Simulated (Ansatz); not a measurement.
Levels about the gap of amorphous IGZO (In8Ga8Zn8O32) (56 atoms in a cell of 746 Å³, 5.59 g/cm³; zone centre alone, so wide bands show as single levels with stretches between that a denser mesh fills), at the geometry that PBE relaxed, where it gives 0.1 GPa on a denser mesh. The participation number counts the atoms over which a state spreads; weights are charges in smoothed Voronoi cells. The levels come from a single point, so bond lengths are those of that geometry. Method of the levels: PBE, scalar-relativistic without spin-orbit coupling (Ansatz, a first-principles code). Sampling: the zone centre alone; Fermi-Dirac width 0.02 eV; no spin polarisation. At PBE the levels at the filled edge of the gap are localised (band-tail or defect states), and the nearest spread-out levels lie 0.9 eV apart at the zone centre.

Preparation: random packing, a CHGNet melt and quench, and a DFT relaxation. O atoms were pushed apart under 1.9 Å during the dynamics, to hinder bonds among them. The hot cell started wider than the set density and was brought back towards it in steps. It is the lowest in DFT energy of 2 quenches. It is a model cell: composition and starting density were chosen by hand, and all elements were melted together. No dispersion term was used. Its density started from a set value of 5.47 and ended at 5.59 g/cm³. Cooling (nominally 340 K/ps over its main leg) ran many orders faster than in experiment, which tends to leave more defects and strain. Values belong to this one cell and scatter from quench to quench. Volume and shape were free in the relaxation.

```json
[
 {"E - E(highest filled), eV": "-0.71", "filling": "filled", "participation number": "15.3", "largest on": "O, 3 neighbours", "weight O": "0.85", "weight In": "0.02", "weight Zn": "0.11", "weight Ga": "0.02"},
 {"E - E(highest filled), eV": "-0.61", "filling": "filled", "participation number": "17.4", "largest on": "O, 3 neighbours", "weight O": "0.86", "weight In": "0.02", "weight Zn": "0.10", "weight Ga": "0.01"},
 {"E - E(highest filled), eV": "-0.55", "filling": "filled", "participation number": "14.4", "largest on": "O, 3 neighbours", "weight O": "0.85", "weight In": "0.03", "weight Zn": "0.10", "weight Ga": "0.02"},
 {"E - E(highest filled), eV": "-0.50", "filling": "filled", "participation number": "15.9", "largest on": "O, 4 neighbours", "weight O": "0.88", "weight In": "0.02", "weight Zn": "0.09", "weight Ga": "0.01"},
 {"E - E(highest filled), eV": "-0.44", "filling": "filled", "participation number": "11.7", "largest on": "O, 4 neighbours", "weight O": "0.80", "weight In": "0.01", "weight Zn": "0.17", "weight Ga": "0.02"},
 {"E - E(highest filled), eV": "-0.19", "filling": "filled", "participation number": "4.8", "largest on": "O, 3 neighbours", "weight O": "0.88", "weight In": "0.03", "weight Zn": "0.08", "weight Ga": "0.01"},
 {"E - E(highest filled), eV": "0.00", "filling": "filled", "participation number": "5.6", "largest on": "O, 3 neighbours", "weight O": "0.84", "weight In": "0.02", "weight Zn": "0.13", "weight Ga": "0.01"},
 {"E - E(highest filled), eV": "0.48", "filling": "empty", "participation number": "49.4", "largest on": "O, 3 neighbours", "weight O": "0.52", "weight In": "0.21", "weight Zn": "0.15", "weight Ga": "0.12"},
 {"E - E(highest filled), eV": "3.13", "filling": "empty", "participation number": "18.7", "largest on": "In, 4 neighbours", "weight O": "0.56", "weight In": "0.24", "weight Zn": "0.09", "weight Ga": "0.11"},
 {"E - E(highest filled), eV": "3.37", "filling": "empty", "participation number": "28.1", "largest on": "In, 5 neighbours", "weight O": "0.59", "weight In": "0.26", "weight Zn": "0.04", "weight Ga": "0.11"},
 {"E - E(highest filled), eV": "3.55", "filling": "empty", "participation number": "27.7", "largest on": "In, 5 neighbours", "weight O": "0.57", "weight In": "0.28", "weight Zn": "0.09", "weight Ga": "0.06"},
 {"E - E(highest filled), eV": "3.60", "filling": "empty", "participation number": "30.9", "largest on": "In, 5 neighbours", "weight O": "0.60", "weight In": "0.21", "weight Zn": "0.07", "weight Ga": "0.12"},
 {"E - E(highest filled), eV": "3.75", "filling": "empty", "participation number": "37.8", "largest on": "In, 6 neighbours", "weight O": "0.55", "weight In": "0.21", "weight Zn": "0.13", "weight Ga": "0.11"},
 {"E - E(highest filled), eV": "3.99", "filling": "empty", "participation number": "33.9", "largest on": "In, 5 neighbours", "weight O": "0.58", "weight In": "0.27", "weight Zn": "0.06", "weight Ga": "0.09"}
]
```

Most localised among these is the filled level at -0.19 eV, on a O atom, which has 3 neighbours (Zn 2.04 Å, In 2.07 Å, In 2.27 Å).
